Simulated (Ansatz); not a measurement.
# Al, response to strain

Take Al in the fcc (Cu type) structure (space group Fm-3m, No. 225; a = 3.9839 Å; relaxed with 0.1 eV smearing) as the base. Axes: x, y, z lie along the cube axes.

Strains are applied to the cell and any free atomic positions relax; under biaxial strain the out-of-plane vector relaxes too.

Calculations: Kohn–Sham DFT with the LDA functional, run in Ansatz (a program for electronic structure) with PAW and 420 eV plane waves, without spin-orbit coupling.

| biaxial strain, plane normal [111], relaxed out of plane (%) | out-of-plane strain (%) |
|---|---|
| -2.5 | 2.37 |
| -2.08 | ? |
| -1.67 | 1.67 |
| -1.25 | 1.28 |
| -0.83 | 0.86 |
| -0.42 | 0.43 |
| 0 | 0.00 |

Q: Fit ε⊥ = −νε + γε² (strains in %) to the rows shown and predict the withheld row.

A: Least squares on the printed values gives ν = 1.09 (the biaxial Poisson response) and γ = -0.055 (largest residual 0.02 %); this predicts 2.02 %, and the run gives 2.02 %, in agreement.

No phonon test of stability was made.
